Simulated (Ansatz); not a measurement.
Start from SiC in the wurtzite structure (space group P6_3mc, No. 186; a = 3.076 Å, c = 5.048 Å).

Modification: full substitution Si → Pt; the structure is relaxed again.

Levels (all Ansatz, a first-principles code, PAW, earlier PAW set): PBEsol (420 eV, scalar-relativistic without spin-orbit coupling); r2SCAN (500 eV, no spin-orbit coupling).

The geometry is relaxed with PBEsol.

- PBEsol pressure = 0.0 GPa

Task: What does r2SCAN give at this geometry for the pressure?

Result: The pressure goes from zero to 4.3 GPa.

Single points use the geometry relaxed with PBEsol. Their cutoffs differ, which shifts pressures a little. Whether these cells are dynamically stable was not tested. As relaxed here, PtC is a hypothetical phase, not in the database extracts checked. All final runs are without spin polarisation.
